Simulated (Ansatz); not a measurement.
Sn_Si in alpha quartz: one set of geometries, relaxed with PBE, evaluated in Ansatz (PAW, plane waves to 420 eV, 500 eV under r2SCAN) with PBE, r2SCAN.

Details: 72-site cell; 2×2×2 Γ-centred k-points; start: the Si site; charged states image-corrected; no spin–orbit coupling; finite-size errors of tenths of an eV; flagged in the runs: a doubtful potential alignment, a host whose relaxation on this sampling wasn't shown to rest, a strain field that reaches the edge of the cell.

```
quantity                                                  PBE  r2SCAN
-------------------------------------------------------  ----  ------
host gap (eV)                                            5.68     ___
ε(0/−1) above the VBM (eV)                               4.61     ___
neutral formation energy against silicon, beta tin (eV)  4.79     ___
largest moment on one atom at charge −1 (μB)             0.15     ___
```

Problem. Given the lower rungs, what does r2SCAN give?

Solution. 
- host gap (eV), r2SCAN: 6.32
- ε(0/−1) above the VBM (eV), r2SCAN: 5.13
- neutral formation energy against silicon, beta tin (eV), r2SCAN: 4.84
- largest moment on one atom at charge −1 (μB), r2SCAN: 0.16

Ansatz is an electronic-structure program.
